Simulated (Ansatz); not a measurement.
TiSi2 (space group Fddd, No. 70)

```
TiSi2
1.0
    0.00000     4.13234     4.28268
    2.40310     0.00000     4.28268
    2.40310     4.13234     0.00000
Si Ti
4 2
Direct
  0.66302   0.33698   0.66302
  0.33698   0.66302   0.33698
  0.58698   0.91302   0.58698
  0.91302   0.58698   0.91302
  0.00000   0.00000   0.00000
  0.25000   0.25000   0.25000
```

Calculations: PBE in Ansatz (plane waves to 420 eV, PAW, scalar-relativistic without spin-orbit coupling). Settings: 13×13×13 k-points, 0.05 eV Fermi–Dirac smearing.

```json
{
  "volume_per_atom": "14.18 Å³",
  "density": "4.06 g/cm³",
  "band_gap": "zero",
  "total_energy": "-1257.654 eV/atom (σ→0; compares only within this code and set-up)"
}
```

No phonon test of stability was made. All final runs are without spin polarisation.

Ansatz is an electronic-structure program.
